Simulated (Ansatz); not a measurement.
## SiCO4 (model structure, I-4, No. 82, 6 atoms in the cell)

All values below come from LDA in Ansatz (plane waves, PAW).

Numerical settings: plane-wave cutoff 520 eV, 12×12×12 k mesh, Fermi–Dirac smearing 0.01 eV, scalar-relativistic PAW data made under PBE.

Cell (relaxed at this level):

CO₄Si has the tetragonal space group I-4 (No. 82), Pearson symbol tI12. Conventional cell: a = 4.3213 Å, b = 4.3213 Å, c = 6.5016 Å, α = 90.00°, β = 90.00°, γ = 90.00°. Si on 2a has 4 O at 1.621 Å (tetrahedral). C on 2c sees 4 O at 1.373 Å (tetrahedral). O on 8g sees 1 C at 1.373 Å and 1 Si at 1.621 Å (bent). (Neighbours: up to the widest gap in distance over summed covalent radii, below 1.35, at either atom.)
(The calculation used a cell of 6 atoms; values per cell refer to that cell.)

```json
{
 "band_gap": "7.12 eV (indirect)",
 "smallest_direct_gap_on_the_k_points_sampled": "7.50 eV"
}
```

Note: the relaxation could raise the start's symmetry but not lower it, so the cell can be a saddle point.

Static lattice: no zero-point or thermal effects.

Computing time: around 50 core-seconds (rough).

A model structure was made by putting elements into a prototype or built by hand; it is no filed structure, need not be a known phase, and can be a saddle point held by its symmetry.

Ansatz is a quantum-chemistry and plane-wave program.
